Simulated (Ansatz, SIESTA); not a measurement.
An Ansatz (an electronic-structure program) input for a self-consistent single point of CrO₂ (P4_2/mnm, 6 atoms in the cell) (DFT, PBE, plane waves, default PAW files):

Ansatz 0.2 input:
```yaml
crystal:
  lattice:
    - [4.453282, 0.000000, 0.000000]
    - [0.000000, 4.453282, 0.000000]
    - [0.000000, 0.000000, 2.943029]
  atoms:
    - { symbol: Cr, position_ang: [0.000000, 0.000000, 1.471515], spin: 3.0 }
    - { symbol: Cr, position_ang: [2.226641, 2.226641, 0.000000], spin: 3.0 }
    - { symbol: O, position_ang: [0.878454, 0.878454, 0.000000] }
    - { symbol: O, position_ang: [3.574828, 3.574828, 0.000000] }
    - { symbol: O, position_ang: [1.348187, 3.105095, 1.471515] }
    - { symbol: O, position_ang: [3.105095, 1.348187, 1.471515] }
basis:
  ecutwfc: 420.0 eV
kpoints:
  mp_grid: { grid: [5, 5, 7] }
hamiltonian:
  xc: pbe
  pseudopotentials: { kind: paw }
magnetization:
  spin_polarized: true
scf:
  occupations: { method: gaussian, width: 0.272 eV }
output:
  forces: true
  eigenvalues: true
  stress: true
```

Question: Translate this input to SIESTA.

Answer: One input that does it (others would too):

```
# files in the folder: Cr.psml O.psml (PseudoDojo PBE standard)
SystemName  CrO2
SystemLabel siesta

NumberOfAtoms                6
NumberOfSpecies              2
%block ChemicalSpeciesLabel
  1 24 Cr
  2 8 O
%endblock ChemicalSpeciesLabel
LatticeConstant              1.0 Bohr
%block LatticeVectors
     8.415483336    0.000000000    0.000000000
     0.000000000    8.415483336    0.000000000
     0.000000000    0.000000000    5.561518787
%endblock LatticeVectors
AtomicCoordinatesFormat      Bohr
%block AtomicCoordinatesAndAtomicSpecies
     0.000000000    0.000000000    2.780759393  1
     4.207741668    4.207741668    0.000000000  1
     1.660038243    1.660038243    0.000000000  2
     6.755445093    6.755445093    0.000000000  2
     2.547703425    5.867779911    2.780759393  2
     5.867779911    2.547703425    2.780759393  2
%endblock AtomicCoordinatesAndAtomicSpecies

XC.functional                GGA
XC.authors                   PBE
PAO.BasisSize                TZP
PAO.EnergyShift              0.01 Ry
MeshCutoff                   350 Ry
%block kgrid.MonkhorstPack
    5   0   0  0.0
    0   5   0  0.0
    0   0   7  0.0
%endblock kgrid.MonkhorstPack
OccupationFunction           MP
OccupationMPOrder            0
ElectronicTemperature        272.0 meV
Spin                         polarized
%block DM.InitSpin
  1 +3.00
  2 +3.00
  3 +0.00
  4 +0.00
  5 +0.00
  6 +0.00
%endblock DM.InitSpin

MaxSCFIterations             150
SCF.Mixer.Method             Pulay
SCF.Mixer.Weight             0.1
SCF.Mixer.History            8
SCF.DM.Tolerance             1.0E-04
Diag.ParallelOverK           true
WriteForces                  true
Charge.Mulliken              end
```

Basis settings and potentials, where a program has them, do not carry over. This input uses DFT, GGA PBE, numerical atomic orbitals TZP, PseudoDojo PBE standard norm-conserving potentials (rewritten from UPF to PSML).

The starting cell comes from a database of computed structures (which also holds hypothetical and non-ambient phases and stackings), without a prior relaxation at this level. Its lattice was rescaled by a random factor within 2.5 % of one.
